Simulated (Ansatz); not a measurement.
CsV₃Sb₅ (space group P6/mmm, No. 191; a hypothetical phase, not in the database extracts checked)

```
CsV3Sb5
1.0
    5.44078     0.00000     0.00000
   -2.72039     4.71185     0.00000
    0.00000     0.00000     9.13036
Cs V Sb
1 3 5
Cartesian
  0.00000   0.00000   0.00000
  2.72039   0.00000   4.56518
  1.36020   2.35593   4.56518
 -1.36020   2.35593   4.56518
  0.00000   0.00000   4.56518
  0.00000   3.14124   2.30911
  2.72039   1.57062   2.30911
  2.72039   1.57062   6.82125
  0.00000   3.14124   6.82125
```

Level of theory: PBE-D3(BJ) (Ansatz, an electronic-structure program, PAW, without spin-orbit coupling). Γ-centred 10×10×5 mesh, Fermi–Dirac width 0.05 eV.

```json
{
 "volume_per_atom": "26.01 Å³",
 "density": "6.35 g/cm³",
 "band_gap": "zero",
 "total_energy": "-5204.109 eV/atom (σ→0; compares only within this code and set-up)"
}
```

No phonon test of stability was made. Starting moments died away, wholly or in part, for the base; another magnetic solution may exist. All final runs are without spin polarisation. An odd electron count without spin: CsV3Sb5.
